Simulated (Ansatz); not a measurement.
A self-consistent single point of Mn₃Si (I4mm, 4 atoms in the cell) with Ansatz (an electronic-structure program).

Method of the run: LDA (PW92), default PAW files made with PBE (plane waves; Ansatz).

```
Mn3Si
1.0
    0.00000     2.83039     2.83039
    2.83039     0.00000     2.83039
    2.83039     2.83039     0.00000
Mn Si
3 1
Direct
  0.25000   0.25000   0.25000
  0.75000   0.75000   0.75000
  0.50883   0.50883   0.49117
  0.00000   0.00000   0.00000
```
Moments meant for the start (each program seeds them in its own way; μB, in the order of the atoms Mn Mn Mn Si): 4.0 4.0 4.0 0.0.

Reference input (self-consistent single point, DFT, LDA (PW92), plane waves, default PAW files made with PBE): basis.ecutwfc = 30.9 Ry; kpoints.mp_grid.grid = 6 6 6; hamiltonian.xc = lda; hamiltonian.pseudopotentials = {kind: paw} (the program's default PAW files); magnetization.spin_polarized = true; scf.occupations.method = gaussian; scf.occupations.width = 0.0073 Ry. This run's input differs from it in these lines:

Ansatz 0.2 input:
```diff
@@ -12,3 +12,3 @@
 basis:
-  ecutwfc: 30.9 Ry
+  ecutwfc: 12.5 Ry
 kpoints:
```

Output (repeated stretches shortened):

```
SCF iter   1: F=—  HF=-12094.214349 eV  |F-HF|=—  |Δ(HF+E_count)|=         —  Δρ=5.56e-1 (↑5.56e-1 ↓1.57e-1)  dr2=6.29e1  dr2_m=4.58e1  M=1.119 μB ∫|m|=1.186 μB  β_m=0.30  ethr=3.10e-3  ⟨swp⟩=5.2  Hψ=7643  notcnv=0
Mixer restart at iter 1: flushing history
all-band conjugate gradients solve this SCF's bands
preconditioner: auto → Kerker (q_TF=auto, 2.764 Å⁻¹)
spin=Collinear: Kerker preconditioning applied to the charge; magnetization (m = ρ↑ − ρ↓) channel mixes plain (no charge-response kernel on spin).
   [... lines left out ...]
SCF iter  14: F=—  HF=-12058.624909 eV  |F-HF|=—  |Δ(HF+E_count)|=   2.86e-9  Δρ=1.34e-6 (↑1.11e-6 ↓1.34e-6)  dr2=2.26e-9  dr2_m=1.51e-10  M=3.702 μB ∫|m|=3.790 μB  β_m=0.93  ethr=3.74e-11  ⟨swp⟩=1.9  Hψ=2728  notcnv=0  defer=227
SCF iter  15: F=-12058.624909 eV  HF=-12058.624909 eV  |F-HF|=3.01e-8  |Δ(HF+E_count)|=   2.06e-9  Δρ=4.10e-6 (↑4.10e-6 ↓4.03e-6)  dr2=3.44e-8  dr2_m=5.86e-10  M=3.702 μB ∫|m|=3.790 μB  ethr=4.60e-12  ⟨swp⟩=5.7  Hψ=7545  notcnv=0
SCF 1 converged in 15 iterations: F = -12058.624909 eV  dr2 = 3.44e-8
Crystal: 4 atoms, lattice volume = 45.349 Å³
Initial density: read from a saved state, or passed on in memory by an earlier SCF of this step, an earlier step, the calling program or the single point that …
Starting moments: Σ|m| = 12 μB on 3 of 4 sites; this step starts from the density that it was given
Initial wavefunctions: those read from a saved state, or passed on in memory by an earlier step or the calling program
iter 1 solved again at ethr=7.02e-11 eV; its pass at ethr=2.04e-6 eV (dr2=3.44e-8 eV) is discarded
SCF iter   1: F=—  HF=-12058.624909 eV  |F-HF|=—  |Δ(HF+E_count)|=         —  Δρ=4.10e-6 (↑4.10e-6 ↓4.03e-6)  dr2=3.44e-8  dr2_m=5.86e-10  M=3.702 μB ∫|m|=3.790 μB  ethr=7.02e-11  ⟨swp⟩=1.0  Hψ=9539  notcnv=0
   [... lines left out ...]
preconditioner: auto → Kerker (q_TF=auto, 2.764 Å⁻¹)
spin=Collinear: Kerker preconditioning applied to the charge; magnetization (m = ρ↑ − ρ↓) channel mixes plain (no charge-response kernel on spin).
Crystal: 4 atoms, lattice volume = 45.349 Å³
preconditioner: auto → Kerker (q_TF=auto, 2.764 Å⁻¹)
spin=Collinear: Kerker preconditioning applied to the charge; magnetization (m = ρ↑ − ρ↓) channel mixes plain (no charge-response kernel on spin).
WARN: the starting moments were not kept: 1 of 3 ended reversed and 2 kept their direction, counting a site from 0.1 of the cell's largest site moment …
WARN: the input gives the sites of d and f metals, alone or with those of other elements on which it types a tenth of its largest moment or more, starting …
Absolute magnetization: 6.2354 μB (∫|ρ↑−ρ↓|, with the PAW one-centre terms)
Free energy (F): -12058.715058 eV
Fermi energy:    17.603329 eV
   [... lines left out ...]
  atom   4  Si     0.00000000     0.00000000    -0.04929601
--- Stress (GPa, compression-positive) ---
      -69.666253       0.000000       0.000000
        0.000000     -69.666253       0.000000
        0.000000       0.000000     -70.145826
  P = ⅓ Tr σ = -69.8261 GPa (-698.261 kbar)
  The stress holds the Pulay correction. Without it, at fixed plane waves, as pw.x and ABINIT print it: P = -1011.5645 GPa
```

The run converged, with 25 iterations in all over 3 SCF loops. Against the reference run the free energy goes up by 18.7 eV/atom, the pressure goes from -18.35 to -69.83 GPa, the largest force goes from 0.239 to 0.611 eV/Å and the size of the net moment goes from 0.26 to 0.73 μB/atom.

The starting cell comes from a database of computed structures (which also holds hypothetical and non-ambient phases and stackings), without a prior relaxation at this level. Its lattice was rescaled by up to half a per cent. One atom was moved a little off its site on purpose. The program's own search went on from the first solution to a lower state. The program warned that a starting moment was not kept. Ansatz's pressure includes its estimate of the finite-basis (Pulay) stress. Without the estimate this run gives -1011.56 GPa. The cutoff lies below the one recommended for these files.
